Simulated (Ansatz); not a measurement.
Results of PBEsol in Ansatz (plane waves, PAW) for SnS (model structure, within 0.1 Å of Fm-3m, No. 225, 4 atoms in the cell).

Numerical settings: plane-wave cutoff 500 eV, 10×10×6 k mesh (along the axes of the cell as run), Fermi–Dirac smearing 0.05 eV, scalar-relativistic PAW data made under PBE.

Cell (relaxed at this level):

SnS is taken in the cubic space group Fm-3m (No. 225), the rock salt structure, Pearson symbol cF8. Cell: a = 5.743 Å, b = 5.743 Å, c = 5.743 Å, α = 90.00°, β = 90.00°, γ = 90.00°. Sn on 4b sees 6 S at 2.872 Å (octahedral). S on 4a is coordinated by 6 Sn at 2.872 Å (octahedral). (Neighbours: up to the widest gap in distance over summed covalent radii, below 1.35, at either atom; cation-cation and far metal-metal contacts left out.)
(The calculation used a cell of 4 atoms; values per cell refer to that cell.)

Question: Give the computed band gap.

Answer: 
band gap: 0.29 eV (on the SCF k mesh)

Spin–orbit coupling is not included.

The computed numbers hold no vibrational or temperature effects.

Cost on a shared machine: very roughly 3 core-minutes.

A model structure was made by putting elements into a prototype or built by hand; it is no filed structure, need not be a known phase, and can be a saddle point held by its symmetry.

Ansatz is a program for electronic structure.
